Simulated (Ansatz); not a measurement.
A Cl-capped Si nanowire along [110], 8 atoms a period besides the caps, stretched and compressed along its axis from its relaxed period of 3.930 Å, atoms relaxed at each length.

These are PBE (plane waves to 420 eV, PAW; Ansatz, a quantum-chemistry and plane-wave program) values and carry that method's errors. Mesh 1×1×8. No spin polarisation. One-dimensional cell, images about 11 Å apart. An idealised model, cut from the bulk lattice. Symmetry and one short period hold its shape; lower forms weren't sought. Buckling under compression is shut out by symmetry and the short period. Energies are free energies at a Fermi–Dirac width of 0.02 eV, from the unstrained cell.

```tsv
strain (%)	energy (meV a period)	axial force (nN)	PBE gap (eV)
-3.0	+89	-2.49	1.51
-1.5	+22	-1.19	1.47
0.0	0	0.00	1.42
+1.5	(withheld)	(withheld)	(withheld)
+3.0	+80	+2.12	1.30
+6.0	(withheld)	(withheld)	(withheld)
```

**Question.** What belongs in the gaps?

**Answer.** 
- +1.5, energy (meV a period): +21
- +1.5, axial force (nN): +1.10
- +1.5, PBE gap (eV): 1.36
- +6.0, energy (meV a period): +303
- +6.0, axial force (nN): +3.90
- +6.0, PBE gap (eV): 1.17
